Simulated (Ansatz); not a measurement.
The starting structures come from a database of crystals and need not be the phases stable at ambient conditions.

Tunnelling through a barrier is set by its complex band structure: the current falls as exp(−2κd) with the smallest κ.

Here is the system:

```yaml
crystal:
  lattice:
    - [7.10057, 0.00000, 0.00000]
    - [0.00000, 7.10057, 0.00000]
    - [3.55028, -3.55028, 7.43916]
  atoms:
    - { symbol: In, position: [0.50000, 0.50000, 0.00000] }
    - { symbol: In, position: [0.75000, 0.75000, 0.50000] }
    - { symbol: H, position: [0.09808, 0.25036, 0.58117] }
    - { symbol: H, position: [0.99964, 0.92925, 0.08117] }
    - { symbol: H, position: [0.32075, 0.33081, 0.58117] }
    - { symbol: H, position: [0.91919, 0.15192, 0.08117] }
    - { symbol: H, position: [0.15192, 0.99964, 0.91883] }
    - { symbol: H, position: [0.25036, 0.32075, 0.41883] }
    - { symbol: H, position: [0.92925, 0.91919, 0.91883] }
    - { symbol: H, position: [0.33081, 0.09808, 0.41883] }
    - { symbol: N, position: [0.25000, 0.25000, 0.50000] }
    - { symbol: N, position: [0.00000, 0.00000, 0.00000] }
    - { symbol: Cl, position: [0.25174, 0.35184, 0.17354] }
    - { symbol: Cl, position: [0.89816, 0.67528, 0.67354] }
    - { symbol: Cl, position: [0.57472, 0.82170, 0.17354] }
    - { symbol: Cl, position: [0.42830, 0.99826, 0.67354] }
    - { symbol: Cl, position: [0.99826, 0.89816, 0.32646] }
    - { symbol: Cl, position: [0.35184, 0.57472, 0.82646] }
    - { symbol: Cl, position: [0.67528, 0.42830, 0.32646] }
    - { symbol: Cl, position: [0.82170, 0.25174, 0.82646] }
```

Space group of this cell: I4_1/a. The cell was relaxed by PBE-D3(BJ); by r2SCAN its mean pressure is -0.6 GPa.

Transport runs along the normal of the first two printed cell vectors, the (001) plane of the conventional cell.

The gap is the functional's own. No spin-orbit coupling. Mid-gap values are interpolated on the energy grid.

### Question
Give the band gap and the smallest decay constant κ at mid-gap that r2SCAN in Ansatz (an electronic-structure program) yields.

### Answer
Gap 4.15 eV on a 6×6×6 mesh; κ = 0.368 1/Å, at the zone centre.
